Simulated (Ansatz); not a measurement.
Consider these faces of rock-salt PbTe, relaxed from ideal cuts in 1x1 cells: (100), (110), (221).

All values below come from PBE (plane waves to 420 eV, PAW; Ansatz, a program for electronic structure).

**Question.** Order them by surface energy (lowest first) at the level PBE.

**Answer.** (100) (0.17 J/m²), (110) (0.24 J/m²), (221) (0.31 J/m²)
